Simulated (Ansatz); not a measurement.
An Ansatz (an electronic-structure program) input (DFT with PBEsol, PAW potentials and a 420 eV plane-wave cutoff in Ansatz, spin-orbit coupling left out):

Ansatz 0.2 input:
```yaml
crystal:
  lattice:
    - [5.3334177797, 0, 0]
    - [0, 5.3334177797, 0]
    - [2.6667088898, -2.6667088898, 5.3975751305]
  atoms:
    - { symbol: Cu, position: [0, 0, 0] }
    - { symbol: Cu, position: [0.25, 0.25, 0.5] }
    - { symbol: Zn, position: [0.75, 0.75, 0.5] }
    - { symbol: Sn, position: [0.5, 0.5, 0] }
    - { symbol: S, position: [0.1105024475, 0.3613136816, 0.2598573345] }
    - { symbol: S, position: [0.3613136816, 0.629640218, 0.7401426655] }
    - { symbol: S, position: [0.629640218, 0.8985436529, 0.2598573345] }
    - { symbol: S, position: [0.8985436529, 0.1105024475, 0.7401426655] }
basis: { ecutwfc: 420, ecutrho_ratio: 4, xc_grid: 2, fft_grid_basis: typed }
kpoints: { mp_grid: { grid: [9, 9, 9] } }
hamiltonian:
  xc: pbesol
  dispersion: none
  pseudopotentials: { kind: paw }
scf: { occupations: { method: fermi_dirac, width: 0.05 } }
relax: { f_tol: 0.005, max_steps: 50, cell: { stress_tol: 0.01, fix: [a, b, gamma] } }
output: { forces: true, stress: true }
checkpoint: { write: state.ck, write_every: 1000 }
```

Q: Which symmetry and how many k-points will the program report, and about how many plane waves at Γ?

A: Space group I-4 (ITA 82) with 4 operations, k-points 105 of 729, and 2963 plane waves at Γ.

Q: And the final pressure?

A: 0.44 GPa (compression positive).

The cells carry an imposed strain or load. Whether these cells are dynamically stable was not tested. The final runs are not spin-polarised. The cell was made from ZnCu2SnS4 (space group I-4, No. 82) by this change: biaxial strain −0.75 %, plane normal [001], relaxed out of plane.
